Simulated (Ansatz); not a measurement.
System: O-vacancy pair (O on one host C site, one C site vacant) in 4H silicon carbide (charge state +2). These are PBE, PAW (plane waves to 420 eV; Ansatz, a quantum-chemistry and plane-wave program) values and carry that method's errors.

72-site cell at the relaxed PBE lattice, the Γ point alone, smearing 0.01 eV, spin-restricted, no finite-size correction. Energies are static. The charge state is imposed; whether it is stable for some Fermi level was not computed. Forms of the defect that were not tried may lie lower. The start lies 0.37 eV above the lowest site run (PBE). On the k-point mesh the defect's levels are only partly filled at one site or more. The order of the sites in energy changes with the mesh.

Barriers: single points on a 2×2×2 k-point mesh shifted by half a step along c at the bands' geometries (they differ from the bands' own by up to 0.29 eV, and are uncertain by about as much).

Relaxed starting cell (atoms counted from 1):

```
C34OSi36
1.0
    9.28226     0.00000     0.00000
   -4.64113     8.03868     0.00000
    0.00000     0.00000    10.12928
Si O C
36 1 34
Cartesian
 -0.00611   0.42116   4.53065
 -1.64278   2.71863   5.16311
 -3.14047   5.42431   5.05454
  3.08737   0.00775   5.05323
  1.63142   2.71897   5.16319
 -0.00589   5.37037   5.07687
  6.18301   0.00776   5.05326
  4.63536   2.72896   5.08145
  3.12870   5.42432   5.05453
 -0.00592  -0.05257  10.06172
 -1.54696   2.66065  10.13689
 -3.09080   5.33248  10.13628
  3.09994  -0.01641  10.12671
  1.53513   2.66067  10.13692
 -0.00590   5.34720  10.14168
  6.17048  -0.01646  10.12671
  4.63522   2.66706  10.13976
  3.07900   5.33247  10.13623
  1.58516   0.90811   7.64397
 -0.00592   3.59730   7.63497
 -1.54611   6.25639   7.60775
  4.63525   0.90309   7.59859
  3.11007   3.59535   7.62864
  1.53433   6.25640   7.60769
  7.68537   0.90811   7.64395
  6.16058   3.59530   7.62863
  4.63527   6.18474   7.64932
 -0.00593   1.63926   2.41912
 -1.53921   4.42347   2.52323
 -3.08454   7.11074   2.46000
  3.08676   1.76618   2.51401
  1.52741   4.42347   2.52318
 -0.00590   7.12407   2.52516
  6.18368   1.76614   2.51409
  4.63524   4.44965   2.51491
  3.07270   7.11071   2.46003
 -0.00588   0.00249   7.26660
 -1.54480   2.67818   7.00931
 -3.10751   5.40154   6.95101
  3.06338  -0.00152   6.95172
  1.53300   2.67817   7.00919
 -0.00589   5.36268   6.97023
  6.20713  -0.00151   6.95172
  4.63529   2.69311   6.96991
  3.09579   5.40156   6.95100
 -0.00592  -0.11884   1.76444
 -1.54343   2.63160   1.90625
 -3.08551   5.31649   1.89933
  3.09687  -0.01524   1.88772
  1.53152   2.63159   1.90629
 -0.00588   5.33351   1.91048
  6.17358  -0.01527   1.88771
  4.63523   2.66068   1.90788
  3.07372   5.31648   1.89929
  1.54498   0.87248   9.50122
 -0.00592   3.55968   9.52677
 -1.55226   6.23822   9.51215
  4.63523   0.88645   9.49940
  3.08486   3.55712   9.52078
  1.54046   6.23821   9.51209
  7.72546   0.87245   9.50124
  6.18560   3.55710   9.52082
  4.63525   6.19016   9.48844
 -1.54298   4.46011   4.44888
 -3.11939   7.23841   4.39246
  3.08655   1.79194   4.44157
  1.53127   4.46019   4.44885
 -0.00596   7.14700   4.45013
  6.18383   1.79187   4.44158
  4.63525   4.49498   4.43683
  3.10745   7.23829   4.39247
```
Cell charge +2.

End state 1 differs by these moves (Å; atoms that move under 0.08 Å are left out):

```tsv
atom	element	Δx	Δy	Δz
1	Si	0.01	-0.43	0.45
2	Si	0.10	-0.11	-0.04
3	Si	0.00	-0.04	0.07
5	Si	-0.07	-0.04	-0.09
10	Si	0.00	0.04	0.07
25	Si	-0.08	0.02	0.01
27	Si	-0.02	-0.08	0.01
28	Si	0.00	0.15	0.09
29	Si	-0.01	0.03	-0.11
37	O	0.08	0.03	-0.43
46	C	0.01	0.11	0.14
64	C	1.55	-2.65	-0.01
65	C	0.06	-0.11	0.04
71	C	0.00	-0.10	0.06
```

Q: Estimate the forward and backward barriers to end state 1 that PBE, PAW returns for this input.

A: forward 4.00 eV, backward 2.88 eV; at the saddle point atom 64 has neighbours Si at 1.82, Si at 2.10, Si at 2.16, Si at 2.24, Si at 2.27 Å. The saddle point's order was not checked.
